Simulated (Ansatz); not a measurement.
The starting structures come from a database of crystals and need not be the phases stable at ambient conditions.

Tunnelling through a barrier is set by its complex band structure: the current falls as exp(−2κd) with the smallest κ.

Here is the system:

```
CELL_PARAMETERS angstrom
      6.80812     0.00000     0.00000
      0.00000     6.80812     0.00000
      0.00000     0.00000     4.37987
ATOMIC_POSITIONS crystal
  Ca 0.00000 0.00000 0.00000
  Ca 0.50000 0.50000 0.50000
  Br 0.19772 0.80228 0.50000
  Br 0.80228 0.19772 0.50000
  Br 0.69772 0.69772 0.00000
  Br 0.30228 0.30228 0.00000
```

Space group of this cell: P4_2/mnm, rutile. The cell is taken as given.

Transport runs along the normal of the first two printed cell vectors, the (001) plane of the conventional cell.

The gap is the functional's own, uncorrected, and κ follows it; spin-orbit coupling is left out. Mid-gap values are interpolated between the computed energies.

**Question.** Give the band gap and the smallest decay constant κ at mid-gap that r2SCAN in Ansatz (an electronic-structure program) yields.

**Answer.** Gap 5.00 eV on a 6×6×8 mesh; κ = 0.349 1/Å, at the zone centre.
